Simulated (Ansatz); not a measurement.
The reference is La₂O₃ (space group P-3m1, No. 164; a = 3.9061 Å, c = 6.0400 Å).

Structures relaxed with PBEsol in Ansatz (plane waves to 420 eV, PAW, without spin-orbit coupling).

Base:

Simulated powder pattern, Co Kα, λ = 1.79026 Å (kinematic, ideal powder, no thermal factors, no anomalous dispersion; the 10 strongest lines at most, above 2 %, up to 2θ = 90°):

```json
[
 {"2θ (°)": "30.69", "I/Imax (%)": "29", "hkl": "(100)"},
 {"2θ (°)": "34.48", "I/Imax (%)": "27", "hkl": "(002)"},
 {"2θ (°)": "35.31", "I/Imax (%)": "100", "hkl": "(011)"},
 {"2θ (°)": "46.82", "I/Imax (%)": "27", "hkl": "(012)"},
 {"2θ (°)": "54.56", "I/Imax (%)": "33", "hkl": "(110)"},
 {"2θ (°)": "62.31", "I/Imax (%)": "26", "hkl": "(103)"},
 {"2θ (°)": "66.16", "I/Imax (%)": "26", "hkl": "(112)"},
 {"2θ (°)": "66.68", "I/Imax (%)": "17", "hkl": "(201)"},
 {"2θ (°)": "74.68", "I/Imax (%)": "6.5", "hkl": "(202)"},
 {"2θ (°)": "87.45", "I/Imax (%)": "11", "hkl": "(023)"}
]
```

It is then changed as follows: a negative pressure, −2 GPa.

Q: Where do the lines fall after the change?

A: 
Simulated powder pattern, Co Kα, λ = 1.79026 Å (kinematic, ideal powder, no thermal factors, no anomalous dispersion; the 10 strongest lines at most, above 2 %, up to 2θ = 90°):

| 2θ (°) | I/Imax (%) | hkl |
|---|---|---|
| 30.59 | 29 | (100) |
| 34.09 | 28 | (002) |
| 35.12 | 100 | (011) |
| 46.45 | 26 | (012) |
| 54.37 | 33 | (110) |
| 61.69 | 27 | (103) |
| 65.75 | 26 | (112) |
| 66.39 | 17 | (201) |
| 74.24 | 6.4 | (202) |
| 86.74 | 11 | (023) |

The indices refer to the base's conventional cell; one index is shown for lines that coincide.

Load acts through the strain it causes; cell and atoms are relaxed under it. No phonon test of stability was made.

Ansatz is a program for electronic structure.
